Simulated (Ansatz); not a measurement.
**TaN: tensor shear ε_xz = +2.32 %**

Take TaN in the rock salt structure (space group Fm-3m, No. 225; a = 4.375 Å; relaxed with 0.1 eV smearing) as the base. Axes: x, y, z lie along the cube axes.

One thing is altered: a pure shear with ε_xz = ε_zx = 0.0232, atoms relaxed at fixed cell.

All numbers come from plane-wave PAW DFT at the PBEsol level (Ansatz, an electronic-structure program, 420 eV), no spin-orbit coupling, earlier PAW set. k-mesh 23×23×23 (Γ-centred); smearing 0.1 eV (Fermi–Dirac).

```json
[
 {"quantity": "volume per atom", "base": "10.47 Å³", "changed": "10.46 Å³", "shift": "-0.01 Å³"},
 {"quantity": "space group", "base": "Fm-3m (No. 225)", "changed": "Immm (No. 71)", "shift": "–"},
 {"quantity": "shortest interatomic distance", "base": "2.187 Å", "changed": "2.187 Å", "shift": "0.000 Å"},
 {"quantity": "energy relative to the base (free energy F)", "base": "0 meV/atom", "changed": "+5.0 meV/atom", "shift": "+5.0 meV/atom"},
 {"quantity": "pressure (mean of the normal stresses, compression positive)", "base": "0.0 GPa", "changed": "0.3 GPa", "shift": "+0.3 GPa"},
 {"quantity": "band gap", "base": "zero", "changed": "zero", "shift": "–"},
 {"quantity": "stress (xx, yy, zz, yz, xz, xy; compression positive)", "base": "–", "changed": "(0.6, -0.4, 0.6, 0.0, -3.2, 0.0) GPa", "shift": "–"}
]
```

The cells carry an imposed strain or load. Stability against distortions was not tested. The final runs are not spin-polarised. This is not the structure that TaN has at room temperature and ambient pressure.
